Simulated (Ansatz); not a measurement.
**Mg, pressure series**

Take Mg in the hcp (Mg type) structure (space group P6_3/mmc, No. 194) as the base.

```
Mg
1.0
    3.16673     0.00000     0.00000
   -1.58337     2.74247     0.00000
    0.00000     0.00000     5.18900
Mg
2
Direct
  0.33333   0.66667   0.75000
  0.66667   0.33333   0.25000
```

Cell and atoms are relaxed at each pressure.

Method: Kohn–Sham DFT with the PBEsol functional, run in Ansatz (a first-principles code) with PAW and 420 eV plane waves, without spin-orbit coupling.

Two rows of this table had their results exchanged by mistake.

```tsv
pressure	volume per atom (Å³)	shortest distance (Å)	band gap
pressure −2 GPa	23.94	3.229	zero
pressure −1 GPa	23.18	3.196	zero
pressure 0.9 GPa	20.40	3.067	zero
pressure 2.1 GPa	21.41	3.115	zero
pressure 4.5 GPa	22.02	3.143	zero
pressure 9 GPa	18.97	2.992	zero
pressure 15 GPa	17.58	2.916	zero
pressure 22.5 GPa	16.32	2.844	zero
pressure 30 GPa	15.37	2.787	zero
```

Task: Which two?

Result: The rows for pressure 0.9 GPa and pressure 4.5 GPa: the volume has to fall steadily with pressure, so 22.02 Å³ belongs to pressure 0.9 GPa and 20.40 Å³ to pressure 4.5 GPa.

Load acts through the strain it causes; cell and atoms are relaxed under it. No phonon test of stability was made. No other phases were tried under pressure.
